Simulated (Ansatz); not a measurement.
Here is the system:

```
SrTiO3
1.0
    3.94553     0.00000     0.00000
    0.00000     3.94553     0.00000
    0.00000     0.00000     3.86026
Sr Ti O
1 1 3
Cartesian
  0.00000   0.00000   0.00000
  1.97277   1.97277   1.93013
  0.00000   1.97277   1.93013
  1.97277   1.97277   0.00000
  1.97277   0.00000   1.93013
```

No spin polarisation.

All numbers come from Ansatz (a quantum-chemistry and plane-wave program), PBEsol, PAW, cutoff 420 eV, scalar-relativistic without spin-orbit coupling. Γ-centred 9×9×9 mesh, Fermi–Dirac width 0.05 eV.

Task: Predict the gap character, in-plane stress, band gap and smallest direct gap.

Result: 
* **Gap character**: indirect, A → Γ
* **Mean in-plane stress (compression positive)**: -5.1 GPa
* **Band gap**: 1.78 eV
* **Smallest direct gap**: 2.13 eV

The cells carry an imposed strain or load. No phonon test of stability was made. The final runs are not spin-polarised. The cell was made from SrTiO3 in the cubic perovskite structure (space group Pm-3m, No. 221) by this change: biaxial strain +1.40 %, plane normal [001], relaxed out of plane. Many cubic perovskites are stable only at high temperature; tilts and polar distortions were not tested.
